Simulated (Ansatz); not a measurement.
## Convergence test for BAs (F-43m, 2 atoms in the cell)

```
BAs
1.0
    0.00000     2.40649     2.40649
    2.40649     0.00000     2.40649
    2.40649     2.40649     0.00000
B As
1 1
Direct
  0.25000   0.25000   0.25000
  0.00000   0.00000   0.00000
```

Method of the run: LDA (PW92), default PAW files made with PBE (plane waves; Ansatz, a first-principles code).

The starting cell comes from a database of computed structures (which also holds hypothetical and non-ambient phases and stackings), without a prior relaxation at this level. Its lattice was rescaled by a random factor within 2.5 % of one. In the base run, with a pressure of about -7 GPa the cell is away from its equilibrium volume at this level. Ansatz's pressure includes its estimate of the finite-basis (Pulay) stress.

Held fixed: kpoints.mp_grid.grid = 10 10 10; hamiltonian.xc = lda; hamiltonian.pseudopotentials = {kind: paw} (the program's default PAW files); scf.occupations.method = fixed.

ΔF is the free energy per atom less that of the last row (61.7 Ry).

The first pressure column holds Ansatz's estimate of the finite-basis (Pulay) stress, which hides part of the cutoff error; the other is without it.

The series runs over basis.ecutwfc = 12.5 Ry; 15.4 Ry; 18.4 Ry; 21.7 Ry; 24.6 Ry; 27.9 Ry; 30.9 Ry; 35.6 Ry; 40.1 Ry; 46.3 Ry; 54 Ry; 61.7 Ry.

Q: From which setting on does the pressure stay within 0.1 GPa of the last one?

A: From basis.ecutwfc = 27.9 Ry on; the one before it is off by 0.12 GPa. The value it settles on is -6.74 GPa at this level of theory and with the other settings as held.

Q: From which setting on does the gap on the mesh stay within 0.05 eV of the last one?

A: From basis.ecutwfc = 18.4 Ry on; the one before it is off by 0.056 eV. The value it settles on is 1.15 eV at this level of theory and with the other settings as held.

| basis.ecutwfc | ΔF (meV/atom) | pressure (GPa) | gap on the mesh (eV) | pressure at a fixed set of plane waves (GPa) | plane waves | iterations |
|---|---|---|---|---|---|---|
| 12.5 Ry | 6472.7 | -1.31 | 1.327 | -256.40 | 137 | 7 |
| 15.4 Ry | 1857.9 | -0.98 | 1.204 | -106.66 | 181 | 7 |
| 18.4 Ry | 403.1 | -6.87 | 1.180 | -36.90 | 259 | 7 |
| 21.7 Ry | 71.9 | -6.86 | 1.148 | -12.70 | 331 | 6 |
| 24.6 Ry | 19.1 | -6.62 | 1.148 | -8.26 | 387 | 6 |
| 27.9 Ry | 4.4 | -6.69 | 1.147 | -7.08 | 459 | 6 |
| 30.9 Ry | 1.50 | -6.73 | 1.149 | -6.84 | 537 | 6 |
| 35.6 Ry | 0.56 | -6.74 | 1.148 | -6.76 | 645 | 6 |
| 40.1 Ry | 0.36 | -6.74 | 1.148 | -6.75 | 869 | 6 |
| 46.3 Ry | 0.19 | -6.74 | 1.148 | -6.75 | 965 | 6 |
| 54 Ry | 0.04 | -6.74 | 1.148 | -6.75 | 1243 | 6 |
| 61.7 Ry | 0.00 | -6.74 | 1.148 | -6.74 | 1471 | 6 |

Gaps are taken between levels on the mesh.

Keys are those of Ansatz 0.2.
